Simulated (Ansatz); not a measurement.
# Effect of isotropic strain −0.89 % on WC

Consider WC (space group P-6m2, No. 187; a = 2.913 Å, c = 2.835 Å; relaxed with 0.1 eV smearing).

Now apply this change: the cell is scaled by 0.9911 in all directions; the atoms relax in the strained cell.

Computed with plane-wave PAW DFT at the r2SCAN level (Ansatz, a quantum-chemistry and plane-wave program, 500 eV), scalar-relativistic without spin-orbit coupling. Settings: 23×23×20 k-points, 0.1 eV Fermi–Dirac smearing.

The volume per atom falls by 0.28 Å³ (10.42 Å³ → 10.14 Å³) and the space group is still P-6m2 (No. 187). The shortest interatomic distance drops by 0.0196 Å, from 2.199 Å to 2.180 Å and the energy rises by 9.6 meV/atom. The pressure (mean of the normal stresses, compression positive) goes from zero to 11.5 GPa and the band gap stays zero.

Final structure:

```xyz
2
Lattice="2.8868 0.0000 0.0000 -1.4434 2.5000 0.0000 0.0000 0.0000 2.8101" Properties=species:S:1:pos:R:3 pbc="T T T"
W      0.0000     0.0000     0.0000
C      1.4434     0.8333     1.4051
```

Cost of the whole job for the changed cell (relaxation, final SCF and bands): around 100 core-seconds (rough).

Whether these cells are dynamically stable was not tested. The final runs are not spin-polarised.
